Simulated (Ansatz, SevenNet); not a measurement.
For SnSb₂Te₄ (R-3m, No. 166, 7 atoms in the cell; start mp-27947), the machine-learned potential SevenNet-0 (trained on PBE and PBE+U data) gives:

lattice parameter a: 4.392 Å
c axis length: 42.408 Å
formation enthalpy: -0.208 eV/atom

**Question.** What does PBEsol in Ansatz (plane waves, PAW) give for the same quantities?

**Answer.** 
- lattice constant a: 4.321 Å (shrinks by 1.6 %)
- lattice parameter c: 40.725 Å (falls by 4.0 %)
- formation enthalpy: -0.166 eV/atom (moves by +0.042 eV/atom)

Changes are worked out from the printed values.

Unless a cell is named, each level is at its own relaxed cell (SevenNet-0 33.73, PBEsol 31.36 Å³/atom).

Levels without +SOC leave out spin–orbit coupling, which shifts energies and cells of such heavy elements.

Caveats: the relaxation could not lower the start's symmetry, so the cell can be a saddle point above a distorted one (SevenNet-0, PBEsol). Ansatz's density-functional and Hartree–Fock values are scalar-relativistic unless marked +SOC, with PAW data made under PBE.

A start named mp-… is a Materials Project structure, which need not be a measured phase.

Ansatz is a program for electronic structure.
